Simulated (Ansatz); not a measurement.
The reference is SrZrO₃ (space group Imma, No. 74; a = 5.7955 Å, b = 8.1350 Å, c = 5.8136 Å; a cell from a computed database, its experimental status unchecked). Axes: x, y, z lie along a, b, c of the conventional cell.

The values are results of PBEsol (Ansatz, an electronic-structure program, PAW, no spin-orbit coupling), not measurements.

Modification: compressive biaxial strain of 4.30 % in the plane normal to [001], as in epitaxy on a mismatched substrate; the out-of-plane cell vector and the atoms relax.

Q: How does this affect the energy relative to the base?

A: The energy goes up by 48 meV/atom.

Q: What happens to the out-of-plane strain?

A: The out-of-plane strain amounts to +2.82 %.

Q: Predict the new in-plane stress.

A: The mean in-plane stress (compression positive) amounts to +13.9 GPa.

No phonon test of stability was made.
